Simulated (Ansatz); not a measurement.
## SnGe (model structure, started from the WC type, P-6m2, No. 187, 2 atoms in the cell)

Computed with PBE-D3(BJ) (Ansatz, a quantum-chemistry and plane-wave program, PAW).

Run with plane-wave cutoff 500 eV, 12×12×12 k mesh, Fermi–Dirac smearing 0.05 eV, scalar-relativistic PAW data made under PBE.

Cell (relaxed at this level):

```cif
data_GeSn
_chemical_formula_sum 'Sn1 Ge1'
_space_group_name_H-M_alt 'P-6m2'
_space_group_IT_number 187
_space_group_name_Hall 'P -6 2'
_cell_length_a 3.89113
_cell_length_b 3.89113
_cell_length_c 3.65694
_cell_angle_alpha 90.000
_cell_angle_beta 90.000
_cell_angle_gamma 120.000
loop_
_atom_site_label
_atom_site_type_symbol
_atom_site_symmetry_multiplicity
_atom_site_Wyckoff_symbol
_atom_site_fract_x
_atom_site_fract_y
_atom_site_fract_z
_atom_site_occupancy
Sn1 Sn 1 a 0.00000 0.00000 0.00000 1
Ge1 Ge 1 f 0.66667 0.33333 0.50000 1
```

```
Property  Value
--------  -----
band gap   none
```

Note: the relaxation could raise the start's symmetry but not lower it, so the cell can be a saddle point.

Spin–orbit coupling is not included.

A model structure was made by putting elements into a prototype or built by hand; it is no filed structure, need not be a known phase, and can be a saddle point held by its symmetry.
